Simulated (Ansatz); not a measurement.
Adsorption energy and surface dipole of N on the 1x1 (100) surface of fcc Cu, one in a 2x2 cell, started at the site 'hollow Cu-Cu-Cu-Cu over Cu at depth 1.8 Å', worked from the runs' numbers; total energies count from the potentials' own zero.

Computed with PBE (plane waves to 420 eV, PAW; Ansatz, a program for electronic structure).

Set-up: 17 atoms, 5.3 Å thick at the start under the adsorbate (thin: gaps and levels are the slab's own); mesh 6x6x1; 0.1 eV smearing; dipole correction on; 8 atoms held, the rest relaxed; held to the start's symmetry, so lower structures may exist; spin-polarised, no spin-orbit, no U, no dispersion correction. The starting moment vanished. At the end it is bonded to 5 Cu. In PBE it is, or lies within 0.03 eV of, the lowest of the starts that converged.

| quantity | value |
|---|---|
| slab with the adsorbate | -106381.421 eV |
| clean slab, same cell and mesh | -105997.851 eV |
| reference, ½ N2(g) | -384.013 eV |
| area of the cell | 26.35 Å² |
| change of the step from the bottom to the top vacuum level | 0.462 eV |

Problem. What is the adsorption energy against this reference?

Solution. E(slab + adsorbate) − E(slab) − E(reference) = 0.44 eV, so in this state the adsorbate is less stable than in the reference, at a coverage of 3.79 a nm².

Problem. What dipole does adsorption add to the slab along the outward normal (Helmholtz relation, ε₀ = 0.005526 e/(V·Å))?

Solution. p = −ε₀·A·ΔV = -0.067 e·Å = -0.32 D; its negative end points to the vacuum, which raises the vacuum level.
